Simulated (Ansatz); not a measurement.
## What isotropic strain −2.50 % does to BeS

The reference is BeS in the zinc blende structure (space group F-43m, No. 216; a = 4.838 Å).

Now apply this change: the cell is scaled by 0.9750 in all directions; the atoms relax in the strained cell.

Method: PBEsol in Ansatz (plane waves to 420 eV, PAW, without spin-orbit coupling). Γ-centred 12×12×12 mesh, Fermi–Dirac width 0.05 eV.

```json
[
 {"quantity": "volume per atom", "base": "14.16 Å³", "changed": "13.12 Å³", "shift": "-1.04 Å³"},
 {"quantity": "space group", "base": "F-43m (No. 216)", "changed": "F-43m (No. 216)", "shift": "–"},
 {"quantity": "shortest interatomic distance", "base": "2.095 Å", "changed": "2.043 Å", "shift": "-0.052 Å"},
 {"quantity": "energy relative to the base (free energy F)", "base": "0 meV/atom", "changed": "+26 meV/atom", "shift": "+26 meV/atom"},
 {"quantity": "pressure", "base": "-0.01 GPa", "changed": "8.51 GPa", "shift": "+8.52 GPa"},
 {"quantity": "band gap", "base": "2.91 eV", "changed": "2.72 eV", "shift": "-0.19 eV"},
 {"quantity": "gap character", "base": "indirect, Γ → X", "changed": "indirect, Γ → X", "shift": "–"},
 {"quantity": "smallest direct gap", "base": "5.54 eV", "changed": "5.53 eV", "shift": "-0.017 eV"},
 {"quantity": "mean gap deformation potential ΔEg/Δln V", "base": "–", "changed": "+2.5 eV", "shift": "–"},
 {"quantity": "width of the top valence band", "base": "3.44 eV", "changed": "3.83 eV", "shift": "+0.39 eV"},
 {"quantity": "electron mass", "base": "0.80 mₑ along k, 0.28 mₑ across (at X)", "changed": "0.78 mₑ along k, 0.27 mₑ across (at X)", "shift": "–"},
 {"quantity": "hole mass (degenerate bands, along [100])", "base": "0.33, 0.55, 0.55 mₑ (at Γ)", "changed": "0.34, 0.50, 0.50 mₑ (at Γ)", "shift": "–"}
]
```

Final structure:

```
BeS
1.0
    0.00000     2.35856     2.35856
    2.35856     0.00000     2.35856
    2.35856     2.35856     0.00000
Be S
1 1
Direct
  0.00000   0.00000   0.00000
  0.25000   0.25000   0.25000
```

Effective masses come from finite differences of ±0.01 Å⁻¹. Along k means along the line from Γ to the band edge. No phonon test of stability was made.

Ansatz is an electronic-structure program.
